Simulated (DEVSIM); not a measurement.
Device: Co/SiO2/n-Ge capacitor, at 450 K.

Layer 1 from the left is SiO2, thickness (nm) 41.0. Layer 2 from the left is Ge, thickness (nm) 1900, Nd (cm⁻³) 1e17.

Metal gate on the left, work function 5 eV. Fixed charge at the semiconductor interface -1.7e10 cm⁻² (in units of +e); no interface traps.

The device is made up for the run: typed textbook-type constants, with dimensions and the other settings drawn at random. Values at 300 K; Nc and Nv go as T^1.5, mobilities as T to minus their exponent, the gap by Varshni's rule with the affinity fixed.

SiO2: gap (eV) 9, affinity (eV) 0.9, permittivity 3.9. Ge: gap (eV) 0.664, affinity (eV) 4, permittivity 16, Nc (cm⁻³) 1.04e19, Nv (cm⁻³) 6e18, Varshni α (eV/K) 0.000477, Varshni β (K) 235.

Simulated with DEVSIM: 1D Poisson equation in equilibrium, Boltzmann statistics, complete ionisation; no quantum confinement or tunnelling. Metal contacts follow the ideal Schottky-Mott rule: no Fermi-level pinning, no interface dipoles.

What does the simulation give for the flat-band voltage, the minimum of the low-frequency capacitance?

flat-band voltage 0.83 V; minimum of the low-frequency capacitance 0.0682 μF/cm².
